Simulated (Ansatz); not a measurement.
The starting structures come from a database of crystals and need not be the phases stable at ambient conditions.

By PBEsol, the system below comes out a metal.

Without scattering a metal conducts by its projected Fermi surface.

Here is the system:

```
RhZr
1.0
    4.47044     0.00000     0.00000
    0.00000     6.15941     0.00000
    0.00000     0.00000     5.26585
Zr Rh
4 4
Cartesian
  1.11761   5.06956   4.52084
  3.35283   1.08985   0.74501
  3.35283   4.16955   1.88791
  1.11761   1.98986   3.37794
  1.11761   2.79643   0.89535
  3.35283   3.36298   4.37050
  3.35283   0.28327   3.52828
  1.11761   5.87614   1.73757
```

The cell is taken as given; by PBEsol it stands under a pressure of -4.2 GPa.

The current flows along the normal of the first two printed cell vectors. No spin-orbit coupling; the value is a mean over 0.1 eV about the Fermi level.

Question: Give the ballistic conductance per area that Ansatz (a first-principles code) with PBEsol yields.

Answer: 0.29 × 10¹⁵ S/m² for both spins.
